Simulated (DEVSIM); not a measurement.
Device: Pd/Al2O3/p-Ge capacitor, at 300 K.

| layer (left to right) | material | thickness (nm) | Na (cm⁻³) |
|---|---|---|---|
| 1 | Al2O3 | 14.0 | - |
| 2 | Ge | 4700 | 1.6e16 |

Metal gate on the left, work function 5.2 eV. Fixed charge at the semiconductor interface 1.1e10 cm⁻² (in units of +e); interface traps 1e12 cm⁻² eV⁻¹, uniform in energy, neutral level at 0.3 of the gap above the valence band.

The device is made up for the run: typed textbook-type constants, with dimensions and the other settings drawn at random. Values at 300 K.

```
parameter      Al2O3       Ge
-------------  -----  -------
gap (eV)         6.8    0.664
affinity (eV)   1.35        4
permittivity       9       16
Nc (cm⁻³)          -  1.04e19
Nv (cm⁻³)          -     6e18
```

Simulated with DEVSIM: 1D Poisson equation in equilibrium, Boltzmann statistics, complete ionisation; no quantum confinement or tunnelling. Metal contacts follow the ideal Schottky-Mott rule: no Fermi-level pinning, no interface dipoles.

Task: Tabulate band edges, carrier densities and field at 1.0 V on the gate.

Result: Energies count from the Fermi level of the right contact; mesh points crowd at the junctions.

```
x (μm)    Ec (eV)  Ev (eV)  n (cm⁻³)  p (cm⁻³)  field (V/cm)
--------  -------  -------  --------  --------  ------------
0.000       2.850   -3.950     < 1e2     < 1e2         75000
0.001431    2.861   -3.939     < 1e2     < 1e2         75000
0.004326    2.882   -3.917     < 1e2     < 1e2         75000
0.009238    2.920   -3.881     < 1e2     < 1e2         75000
0.01304     2.948   -3.852     < 1e2     < 1e2         75000
0.01426     0.306   -0.358    7.5e13    5.8e12         25000
0.01616     0.311   -0.353    6.3e13    7.0e12         25000
0.02334     0.328   -0.336    3.2e13    1.4e13         24000
0.03734     0.360   -0.304    9.4e12    4.7e13         21000
0.06999     0.420   -0.244    9.2e11    4.7e14         15000
0.1462      0.492   -0.172    5.7e10    7.7e15          4500
0.4348      0.511   -0.153    2.7e10    1.6e16           ≈ 0
0.9972      0.511   -0.153    2.7e10    1.6e16           ≈ 0
2.309       0.511   -0.153    2.7e10    1.6e16           ≈ 0
3.920       0.511   -0.153    2.7e10    1.6e16           ≈ 0
4.374       0.511   -0.153    2.7e10    1.6e16           ≈ 0
4.574       0.511   -0.153    2.7e10    1.6e16           ≈ 0
4.655       0.511   -0.153    2.7e10    1.6e16           ≈ 0
4.695       0.511   -0.153    2.7e10    1.6e16           ≈ 0
4.707       0.511   -0.153    2.7e10    1.6e16           ≈ 0
4.712       0.511   -0.153    2.7e10    1.6e16           ≈ 0
4.714       0.511   -0.153    2.7e10    1.6e16           ≈ 0
```
